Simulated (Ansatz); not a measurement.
Band structure of K₂PdF₆ (P-3m1, 9 atoms in the cell).

```xyz
9
Lattice="5.6920 0.0000 0.0000 -2.8460 4.9294 0.0000 0.0000 0.0000 4.6017" Properties=species:S:1:pos:R:3 pbc="T T T"
K      0.0000     3.2863     3.2991
K      2.8460     1.6431     1.3027
Pd     0.0000     0.0000     0.0000
F      4.2954     0.8064     3.5558
F     -1.4494     4.1231     1.0459
F      2.8460     3.3167     3.5558
F      0.0000     1.6127     1.0459
F      1.3967     0.8064     3.5558
F      1.4494     4.1231     1.0459
```

Method of the run: r2SCAN with spin-orbit coupling, default PAW files made with PBE (plane waves; Ansatz, an electronic-structure program).

Settings: kpoints.mp_grid.grid = 5 5 5; hamiltonian.xc = r2scan; hamiltonian.pseudopotentials = {kind: paw} (the program's default PAW files); magnetization.noncollinear = true; magnetization.spin_orbit = true; scf.occupations.method = fixed; kpoints.band_path.npoints = 10.

The starting cell comes from a database of computed structures (which also holds hypothetical and non-ambient phases and stackings), without a prior relaxation at this level.

Task: Predict the gap along the standard path and the places of the band edges.

Result: The gap along the path is 2.56 eV, direct at L to within 0.01 eV. Another conduction valley lies within 0.1 eV, so the order of the valleys is not sure.

Levels in eV from the top of the valence band on the path, bands 75 to 82:
```
point     75     76     77     78    79    80    81    82
-----  -----  -----  -----  -----  ----  ----  ----  ----
Γ      -0.34  -0.34  -0.19  -0.19  2.91  2.91  2.93  2.93
M      -0.25  -0.25  -0.03  -0.03  2.58  2.58  2.92  2.92
K      -0.21  -0.21  -0.06  -0.06  2.72  2.72  2.74  2.74
A      -0.43  -0.43  -0.20  -0.20  2.88  2.88  2.89  2.89
L      -0.24  -0.24   0.00   0.00  2.56  2.56  2.88  2.88
H      -0.29  -0.29   0.00   0.00  2.70  2.70  2.71  2.71
```

The net moment of the cell came out as 0.00 μB.

Keys are those of Ansatz 0.2.
